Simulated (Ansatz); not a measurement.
HoIr2 (Fd-3m, No. 227)

These are r²SCAN in Ansatz (PAW) values and carry that method's errors.

Run with plane-wave cutoff 500 eV, 14×14×14 k mesh, Fermi–Dirac smearing 0.1 eV, spin-polarised start, scalar-relativistic PAW data made under PBE.

Cell (relaxed at this level):

HoIr$_{2}$ has the cubic space group Fd-3m, origin choice 1 (No. 227), the cubic Laves (MgCu2 type) structure, Pearson symbol cF24. Cell: a = b = c = 7.521 Å, α = β = γ = 90.00°. Ho on 8a sees 12 Ir at 3.118 Å and 4 Ho at 3.257 Å. Ir on 16d has 6 Ir at 2.659 Å and 6 Ho at 3.118 Å. (Neighbours: up to the widest gap in distance over summed covalent radii, below 1.35, at either atom.)
(The calculation used a cell of 6 atoms; values per cell refer to that cell.)

For HoIr2 (Fd-3m, No. 227), the equilibrium volume per atom is 17.73 Å³/atom and the equilibrium lattice constant a comes out as 7.521 Å.

Note: the magnetic order was assumed, not searched for or taken from measurement; the 4f shell is treated without U or exact exchange, so its levels and filling can be wrong.

Spin–orbit coupling is not included.

Computing time: roughly 8 core-minutes.

Ansatz is a quantum-chemistry and plane-wave program.
